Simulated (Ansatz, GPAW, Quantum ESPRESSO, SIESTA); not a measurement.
## One structure in several programs: ScF3 (C2, 4 atoms in the cell)

Self-consistent single point.

```yaml
crystal:
  lattice:
    - [2.28284, -3.06973, 0.00000]
    - [2.28284, 3.06973, 0.00000]
    - [-1.68920, 0.00000, 3.65522]
  atoms:
    - { symbol: Sc, position: [0.01114, 0.98886, 0.00000] }
    - { symbol: F, position: [0.45904, 0.90322, 0.85177] }
    - { symbol: F, position: [0.09678, 0.54096, 0.14823] }
    - { symbol: F, position: [0.93304, 0.06696, 0.50000] }
```

Shared settings, as Ansatz (a quantum-chemistry and plane-wave program) writes them: kpoints.mp_grid.grid = 8 8 7; scf.occupations.method = fixed. Potentials and cutoffs stand in the table.

| code | model | pressure (GPa) | largest force (eV/Å) | gap on the mesh (eV) | cutoff |
|---|---|---|---|---|---|
| GPAW | LDA (Perdew-Wang 92)+U, GPAW PAW datasets LDA (gpaw-data 1.0.1) | – | 0.593 | 5.813 | 900 eV |
| Ansatz | LDA (PW92)+U, PAW files made with PBE | 5.87 | 0.471 | 5.844 | default |
| Quantum ESPRESSO | LDA (PZ)+U, GBRV 1.5 ultrasoft (LDA) pseudopotentials | 6.09 | 0.473 | 5.835 | 50 Ry |
| SIESTA | LDA PW92+U, numerical atomic orbitals DZP, PseudoDojo LDA standard norm-conserving potentials (rewritten from UPF to PSML) | 10.01 | 0.769 | 5.596 | grid 350 Ry |

Size of the force on each atom (eV/Å): Sizes of forces hide their directions.

```json
[
 {"code": "GPAW", "Sc1": "0.593", "F2": "0.383", "F3": "0.383", "F4": "0.130"},
 {"code": "Ansatz", "Sc1": "0.471", "F2": "0.275", "F3": "0.275", "F4": "0.149"},
 {"code": "Quantum ESPRESSO", "Sc1": "0.473", "F2": "0.268", "F3": "0.268", "F4": "0.145"},
 {"code": "SIESTA", "Sc1": "0.769", "F2": "0.622", "F3": "0.622", "F4": "0.332"}
]
```

Hubbard term: [{species: Sc, l: d, u_eff: 6.0}] eV.

A dash marks a value that a program does not give, or that is left out as unsure.

Gaps are read on the mesh.

On Ansatz's run: spin polarisation is off. The U value is a test value.

The spread over the programs that give each value: pressure within 4.14 GPa; largest force within 0.298 eV/Å; gap on the mesh within 0.248 eV.

SIESTA uses small atom-centred bases, whose incompleteness enters pressures, forces and empty levels differently from a plane-wave cutoff. Ansatz's pressure is given at a fixed set of plane waves, as the other plane-wave codes print theirs; with its correction for the finite basis it is 6.43 GPa (the shift of 0.56 GPa shows how far the cutoff is from converged). The pressure of GPAW is left out: its cutoff lies under the one at which its stress was checked. The same LDA comes in different parametrisations, which differ slightly. The same U acts on different projectors in each program, which moves gaps, moments and pressures. In the pressure, SIESTA (by 4.03) lies more than 1 GPa from the median of the plane-wave programs. In the gap, SIESTA (by 0.239) lies more than 0.12 eV from the median of the plane-wave programs. In the force vectors, GPAW (by 0.120) and SIESTA (by 0.363) lie more than 0.08 eV/Å from the median of the plane-wave programs.

The starting cell comes from a database of computed structures (which also holds hypothetical and non-ambient phases and stackings), without a prior relaxation at this level. Its lattice was rescaled by a random factor within 2.5 % of one.

Keys are those of Ansatz 0.2.
